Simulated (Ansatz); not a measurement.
## Response to strain in GaAs

The reference is GaAs in the wurtzite structure (space group P6_3mc, No. 186; a cell from a computed database, its experimental status unchecked).

```yaml
crystal:
  lattice:
    - [3.98768, 0.00000, 0.00000]
    - [-1.99384, 3.45344, 0.00000]
    - [0.00000, 0.00000, 6.57600]
  atoms:
    - { symbol: Ga, position: [0.33333, 0.66667, 0.00007] }
    - { symbol: Ga, position: [0.66667, 0.33333, 0.50007] }
    - { symbol: As, position: [0.33333, 0.66667, 0.37393] }
    - { symbol: As, position: [0.66667, 0.33333, 0.87393] }
```

Cartesian axes are those of the cell as printed.

Strains are applied to the cell and any free atomic positions relax; under biaxial strain the out-of-plane vector relaxes too.

Computed with PBEsol, PAW, 420 eV (Ansatz, an electronic-structure program; spin-orbit coupling left out).

Problem. Only one of these has no band gap. Which?
(A) biaxial strain −2.24 %, plane normal [001], relaxed out of plane
(B) isotropic strain +2.08 %
(C) isotropic strain +0.98 %

Solution. B, isotropic strain +2.08 %. Computed: biaxial strain −2.24 %, plane normal [001], relaxed out of plane: 0.51 eV; isotropic strain +0.98 %: 0.22 eV; isotropic strain +2.08 %: zero

Stability against distortions was not tested. All final runs are without spin polarisation. This is not the structure that GaAs has at room temperature and ambient pressure. A zero or small gap of GaAs under isotropic strain +0.98 % and GaAs under isotropic strain +2.08 % can be the functional's error rather than a property of the material.
